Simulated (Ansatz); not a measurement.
Take MgO in the rock salt structure (space group Fm-3m, No. 225) as the base.

```xyz
2
Lattice="0.0000 2.1070 2.1070 2.1070 0.0000 2.1070 2.1070 2.1070 0.0000" Properties=species:S:1:pos:R:3 pbc="T T T"
Mg     0.0000     0.0000     0.0000
O      2.1070     2.1070     2.1070
```

Cartesian axes are those of the cell as printed.

Level of theory: Ansatz (a first-principles code) PBEsol, scalar-relativistic without spin-orbit coupling.

It is then changed as follows: biaxial strain −0.83 %, plane normal [111], relaxed out of plane (Cartesian); in-plane vectors clamped, the third vector and the atoms free.

**Question.** What happens to the out-of-plane strain?

**Answer.** The out-of-plane strain amounts to +0.29 %.

**Question.** What happens to the energy relative to the base?

**Answer.** The energy goes up by 1.6 meV/atom.

No phonon test of stability was made.
